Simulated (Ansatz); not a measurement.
# How the enthalpy of formation of CoPtO2 (R-3m, No. 166, 4 atoms in the cell) moves with the method

No measured value is used here.

```tsv
level (code)	value (eV/atom)
PBE (Ansatz)	[?]
PBEsol (Ansatz)	-0.910
PBE-D3(BJ) (Ansatz)	-0.848
```

Question: Some entries are withheld; supply them.

Answer: 
- PBE (Ansatz, an electronic-structure program), value (eV/atom): -0.836

Density-functional levels without +SOC have no spin–orbit coupling, which shifts binding energies of heavy elements. PBE, PBEsol, PBE-D3(BJ): the relaxation could not lower the start's symmetry, so the cell can be a saddle point above a distorted one. PBE-D3(BJ): a distance lies near a switch of the dispersion term, which can move the cell. Each level is taken at its own relaxed cell. Ansatz's density-functional and Hartree–Fock values are scalar-relativistic unless marked +SOC, with PAW data made under PBE.
